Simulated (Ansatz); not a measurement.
The parent structure is Pt in the fcc (Cu type) structure (space group Fm-3m, No. 225; relaxed with 0.1 eV smearing).

```yaml
crystal:
  lattice:
    - [0.00000, 1.97088, 1.97088]
    - [1.97088, 0.00000, 1.97088]
    - [1.97088, 1.97088, 0.00000]
  atoms:
    - { symbol: Pt, position: [0.00000, 0.00000, 0.00000] }
```

Cartesian axes are those of the cell as printed.

Method: Ansatz (an electronic-structure program) r2SCAN, no spin-orbit coupling.

Base values:

Pressure: 0.0 GPa

Modification: uniaxial strain ε_zz = −2.00 %, all other strain components held at zero, atoms relaxed at fixed cell.

Question: What does the calculation give for the energy relative to the base after the change?

Answer: The energy grows by 6.6 meV/atom.

Question: How does this affect the pressure?

Answer: The pressure (mean of the normal stresses, compression positive) goes from zero to 5.8 GPa.

Whether these cells are dynamically stable was not tested. All final runs are without spin polarisation.
